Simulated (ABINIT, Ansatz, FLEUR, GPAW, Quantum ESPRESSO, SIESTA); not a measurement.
## One structure in several programs: InBi (P4/nmm, 4 atoms in the cell)

Self-consistent single point.

```yaml
crystal:
  lattice:
    - [4.84796, 0.00000, 0.00000]
    - [0.00000, 4.84796, 0.00000]
    - [0.00000, 0.00000, 5.15543]
  atoms:
    - { symbol: In, position: [0.50000, 0.50000, 0.00000] }
    - { symbol: In, position: [0.00000, 0.00000, 0.00000] }
    - { symbol: Bi, position: [0.50000, 0.00000, 0.36001] }
    - { symbol: Bi, position: [0.00000, 0.50000, 0.63999] }
```

All programs got the same cell, k-point mesh and kind of occupations (in Ansatz's words: kpoints.mp_grid.grid = 5 5 5; scf.occupations.method = gaussian; scf.occupations.width = 0.272 eV); potentials, basis and cutoffs are each program's usual ones.

```
code                                                                                                                                      model  pressure (GPa)  largest force (eV/Å)  k-points           cutoff
----------------  -----------------------------------------------------------------------------------------------------------------------------  --------------  --------------------  --------  ---------------
ABINIT                                                                                       PBEsol, PAW (JTH v2.0 PBE PAW, files made for PBE)           -0.28                 0.428        18            20 Ha
GPAW                                                                                      PBEsol, GPAW PAW datasets PBEsol (made by gpaw-setup)            0.00                 0.383        18           600 eV
Ansatz                                                                                                          PBEsol, PAW files made with PBE            0.22                 0.423        18          default
FLEUR                                                                           PBEsol, all-electron FLAPW (FLEUR), scalar-relativistic valence               –                 0.434        18  Kmax 3.8 1/bohr
Quantum ESPRESSO                                                          PBEsol, PseudoDojo standard norm-conserving (PBESOL) pseudopotentials            0.23                 0.435        18            70 Ry
SIESTA            GGA PBEsol, numerical atomic orbitals DZP, PseudoDojo PBEsol standard norm-conserving potentials (rewritten from UPF to PSML)            1.56                 0.800        63      grid 300 Ry
```

A dash marks a value that a program does not give, or that is left out as unsure.

The spread over the programs that give each value: pressure within 1.84 GPa; largest force within 0.417 eV/Å.

The starting cell comes from a database of computed structures (which also holds hypothetical and non-ambient phases and stackings), without a prior relaxation at this level. Its lattice was rescaled by a random factor within 2.5 % of one. On Ansatz's run: Spin-orbit coupling is off.

Why do the programs differ, and what cannot be compared?

Differences of this kind can come from the potentials, where these differ, and from what each basis and cutoff leave unconverged. The zero of total energies and Fermi levels follows the potentials and each program's conventions, so they are not compared here. SIESTA uses small atom-centred bases, whose incompleteness enters pressures, forces and empty levels differently from a plane-wave cutoff. FLEUR treats all electrons, but the usual bases taken here (sphere radii, linearisation, local orbitals, empty states) were not tested for convergence, so the values are no reference for the others. Ansatz's pressure is given at a fixed set of plane waves, as the other plane-wave codes print theirs. The programs reduce the same mesh by symmetry to different extents, which changes the work and not the result. In the pressure, SIESTA (by 1.45) lies more than 1 GPa from the median of the plane-wave programs. In the force vectors, SIESTA (by 0.375) lies more than 0.08 eV/Å from the median of the plane-wave programs.

Left out of this page: Elk (not drawn, or without a comparable value).

Ansatz is a quantum-chemistry and plane-wave program.

Keys are those of Ansatz 0.2.
